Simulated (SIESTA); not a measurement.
Band structure of GaP (F-43m, 2 atoms in the cell).

```
GaP
1.0
    0.00000     2.72500     2.72500
    2.72500     0.00000     2.72500
    2.72500     2.72500     0.00000
Ga P
1 1
Direct
  0.00000   0.00000   0.00000
  0.25000   0.25000   0.25000
```

Level of theory: GGA PBE, numerical atomic orbitals TZP, PseudoDojo PBE standard norm-conserving potentials (rewritten from UPF to PSML) (SIESTA).

Settings: XC.functional = GGA; XC.authors = PBE; potentials = PseudoDojo PBE standard; PAO.BasisSize = TZP; PAO.EnergyShift = 0.01 Ry; MeshCutoff = 350 Ry; kgrid.MonkhorstPack = 5 5 5; OccupationFunction = FD; ElectronicTemperature = 10 meV; MaxSCFIterations = 150; SCF.Mixer.Method = Pulay; SCF.Mixer.Weight = 0.1; SCF.Mixer.History = 6; SCF.DM.Tolerance = 1.0E-04.

The starting cell has typed, rounded lattice constants, without a prior relaxation at this level. Values carry the incompleteness of an atom-centred basis.

Question: Predict the gap along the standard path and the places of the band edges.

Answer: The gap along the path is 1.56 eV, from Γ to a point between Γ and X; the smallest direct gap on it is 1.89 eV. Another conduction valley lies within 0.1 eV, so the order of the valleys is not sure.

Levels in eV from the top of the valence band on the path, bands 6 to 10:
| point | 6 | 7 | 8 | 9 | 10 |
|---|---|---|---|---|---|
| Γ | -12.53 | 0.00 | 0.00 | 0.00 | 1.89 |
| X | -9.60 | -6.88 | -2.78 | -2.78 | 1.62 |
| W | -9.51 | -6.68 | -3.66 | -3.53 | 4.78 |
| K | -9.64 | -6.67 | -4.03 | -2.34 | 2.17 |
| L | -10.51 | -6.76 | -1.18 | -1.18 | 1.65 |
| U | -9.64 | -6.67 | -4.03 | -2.34 | 2.17 |

Higher empty bands are left out: an atom-centred basis made for the valence describes them poorly.
